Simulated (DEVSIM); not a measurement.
System: illuminated Ge n-on-p cell, one wavelength, at 250 K.

Layer 1 from the left is Ge, thickness (μm) 0.230, Nd (cm⁻³) 3.4e18, τn (s) 6.5e-7, τp (s) 6.6e-6, absorption coefficient (cm⁻¹) 72000. Layer 2 from the left is Ge, thickness (μm) 21.0, Na (cm⁻³) 5.3e16, τn (s) 7.9e-6, τp (s) 7.9e-6, absorption coefficient (cm⁻¹) 72000.

Left contact: ohmic, minority hole recombination velocity 6000 cm/s. Right contact: ohmic, minority electron recombination velocity 2e6 cm/s. Voltage is applied to the left contact. Recombination: SRH at mid-gap, radiative, Auger. Light enters at the left, 2.6e17 photons cm⁻² s⁻¹, one pass, no reflection. Mobility is μmin + (μ − μmin)/(1 + (N/Nref)^α).

The device is made up for the run: typed textbook-type constants, with dimensions and the other settings drawn at random. Values at 300 K; Nc and Nv go as T^1.5, mobilities as T to minus their exponent, the gap by Varshni's rule with the affinity fixed.

Ge: gap (eV) 0.664, affinity (eV) 4, permittivity 16, Nc (cm⁻³) 1.04e19, Nv (cm⁻³) 6e18, μn (cm²/Vs) 3900, μp (cm²/Vs) 1900, μn,min 150, μp,min 100, Nref,n 2.6e17, Nref,p 4e17, αn 0.56, αp 0.6, T exponent of μn 1.66, T exponent of μp 2.33, B (cm³/s) 6.4e-14, Cn (cm⁶/s) 1e-31, Cp (cm⁶/s) 1e-31, Varshni α (eV/K) 0.000477, Varshni β (K) 235.

Simulated with DEVSIM: 1D drift-diffusion, Boltzmann statistics, complete ionisation; no tunnelling, impact ionisation, image-force lowering or self-heating.

Dark forward current:

```csv
|V| (V),|J| (A/cm²)
0.05,6.922e-7
0.10,7.548e-6
0.15,7.676e-5
0.20,0.0007793
0.25,0.007924
0.30,0.08063
0.35,0.8196
0.40,8.247
0.45,76.46
0.50,525.1
0.55,2478
```

Q: Work out the local ideality factor n = ΔV / (kT/q · ln(J2/J1)) between the rows 0.10 and 0.15 V, 0.25 and 0.30 V, 0.50 and 0.55 V.

A: kT/q = 21.54 mV. From 0.10 to 0.15 V: ln(7.676e-5/7.548e-6) = 2.319, n = 1.00, near the 1 of diffusion or emission over a barrier. From 0.25 to 0.30 V: ln(0.08063/0.007924) = 2.320, n = 1.00, near the 1 of diffusion or emission over a barrier. From 0.50 to 0.55 V: ln(2478/525.1) = 1.552, n = 1.50.

Q: What current could the absorbed light give at most, and what share is collected?

A: Σ αd = 153, so qΦ(1 − exp(−Σ αd)) = 41.7 mA/cm². The simulated short-circuit current is 41.30 mA/cm², a share of 0.99.

Q: Estimate the open-circuit voltage by superposition: the voltage at which the dark current equals that short-circuit current.

A: Interpolating ln J in the table gives 0.286 V. The simulation gives 0.286 V, the same within the digits that matter. Superposition holds where collection doesn't change with voltage.

Q: Estimate the fill factor from FF0 = (v − ln(v + 0.72))/(v + 1), v = qVoc/(nkT), with n from the dark curve.

A: The rows about Voc, 0.25 and 0.30 V, give n = 1.00, so v = 13.3 and FF0 = 0.745. The simulation gives 0.750, the same within the digits that matter.
